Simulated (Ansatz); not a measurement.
Al vacancy (V_Al) in wurtzite AlN: one set of geometries, relaxed with PBE, evaluated in Ansatz (PAW, plane waves to 420 eV, 500 eV under r2SCAN) with PBE, r2SCAN.

Set-up: 192-site cell; 2×2×1 shifted k-points; start: the Al site; charged states image-corrected; corrections reach 1.8 eV, so highly charged states may be off by several tenths; flagged in the runs: a host whose relaxation on this sampling wasn't shown to rest, a strain field that reaches the edge of the cell.

```
quantity                                       PBE       r2SCAN
--------------------------------------------  ----  -----------
host gap (eV)                                 4.03            ?
ε(−2/−3) above the VBM (eV)                   2.14  not settled
neutral formation energy against fcc Al (eV)  9.07            ?
largest moment on one atom at charge 0 (μB)   0.44            ?
largest moment on one atom at charge −2 (μB)  0.19            ?
```

Q: Given the lower rungs, what does r2SCAN give?

A: 
- host gap (eV), r2SCAN: 4.67
- neutral formation energy against fcc Al (eV), r2SCAN: 9.44
- largest moment on one atom at charge 0 (μB), r2SCAN: 0.49
- largest moment on one atom at charge −2 (μB), r2SCAN: 0.23

Ansatz is a program for electronic structure.
